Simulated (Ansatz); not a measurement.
Take CuI in the zinc blende structure (space group F-43m, No. 216; a = 5.939 Å) as the base.

Method: Kohn–Sham DFT with the PBEsol functional, run in Ansatz (a program for electronic structure) with PAW and 420 eV plane waves, without spin-orbit coupling.

One change was made to it. Results:

The band gap changes from 1.17 eV to zero; the volume per atom grows by 3.206 Å³ to 29.39 Å³.

Task: What was done to the base?
A) I → Te
B) Cu → B
C) I → Sb

Result: B, Cu → B. For comparison, the volume per atom in the other runs: I → Te gives 24.21 Å³; I → Sb gives 23.90 Å³.

Spin-orbit coupling, missing from the scalar runs, can matter with I. Stability against distortions was not tested. As relaxed here, BI, CuTe and CuSb are hypothetical phases, not in the database extracts checked. The final runs are not spin-polarised. An odd electron count without spin: CuTe. A zero or small gap of BI can be the functional's error rather than a property of the material.
